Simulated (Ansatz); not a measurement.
What uniaxial stress, 5 GPa tension along x does to CrCuO2

Take CrCuO2 (space group R-3m, No. 166; a = 2.964 Å, c = 16.920 Å (hexagonal axes); ferromagnetic) as the base. Axes: x lies along a and z along c of the hexagonal cell.

The change: uniaxial stress, 5 GPa tension along x, with the cell and atoms free to relax against it.

Method: Ansatz (a quantum-chemistry and plane-wave program), PBEsol, PAW, cutoff 420 eV, spin-orbit coupling left out. Settings: 13×13×13 k-points, 0.05 eV Fermi–Dirac smearing.

```csv
quantity,base,changed,shift
volume per atom,10.73 Å³,10.88 Å³,+0.15 Å³
space group,R-3m (No. 166),C2/m (No. 12),–
shortest interatomic distance,1.829 Å,1.827 Å,-0.0027 Å
energy relative to the base (free energy F),0 meV/atom,+4.4 meV/atom,+4.4 meV/atom
band gap,0.92 eV,0.96 eV,+0.04 eV
gap character,–,"indirect, k = (0.385, -0.385, 0) in the run's primitive reciprocal basis → V₂",–
smallest direct gap,1.16 eV,1.19 eV,+0.03 eV
magnetic state,ferromagnetic,ferromagnetic,–
"strain response (xx, yy, zz)",–,"(+2.61, −0.55, −0.59) %",–
secant Young's modulus along x,–,190 GPa,–
mean lateral Poisson ratio,–,0.22,–
```

Final structure:

```
CELL_PARAMETERS angstrom
      1.52051     0.85877     5.60799
     -1.52051     0.85877     5.60799
      0.00000    -1.69375     5.60438
ATOMIC_POSITIONS crystal
  Cu 0.00000 0.00000 0.00000
  Cr 0.50000 0.50000 0.50000
  O  0.10652 0.10652 0.11276
  O  0.89348 0.89348 0.88724
```

Stability under load was not tested beyond the relaxation. No Hubbard U is applied and the magnetic state is the run's own (CrCuO2 ferromagnetic); small cells can't hold the antiferromagnetic order that many such compounds have, so gaps and moments can be off. Where the two band edges lie in opposite spin channels, the gap is a spin-flip gap. Labels are those of the standard path for the cell's own space group.
